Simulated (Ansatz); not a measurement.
The starting structures come from a database of crystals and need not be the phases stable at ambient conditions.

## Evanescent states of BeSe (F-43m, zinc blende, 2 atoms a cell, 17.3 Å³ an atom, -2 GPa at this level) along the normal of (001)

Method: PBEsol (plane waves, PAW; Ansatz, a quantum-chemistry and plane-wave program).

No gap correction and no spin-orbit coupling; mid-gap is the computed energy nearest the middle.

Energies count from the valence-band top; κ is the least over a 8×8 mesh across the current.

```
E (eV)  κ (1/Å)  where
------  -------  -----
0.07      0.062      Γ
0.20      0.106      Γ
0.33      0.134      Γ
0.46      0.155      Γ
0.58      0.172      Γ
0.71      0.186      Γ
0.84      0.198      Γ
0.97      0.208      Γ
1.10      0.216      Γ
1.24      0.223      Γ
1.36      0.229      Γ
1.50      0.234      Γ
1.62      0.236  off Γ
1.75      0.220  off Γ
1.89      0.202  off Γ
2.02      0.181  off Γ
2.15      0.157  off Γ
2.27      0.127  off Γ
2.40      0.087  off Γ
```

Q: How thick must the barrier be to attenuate the transmission by 10^6 when the electrodes' Fermi level lies at 1.10 eV, and what attenuation does that film give at 0.58 eV?

A: d = 6 ln 10 / (2 × 0.216) = 32.0 Å. At 0.58 eV it gives 6 × 0.172/0.216 = 4.8 decades.
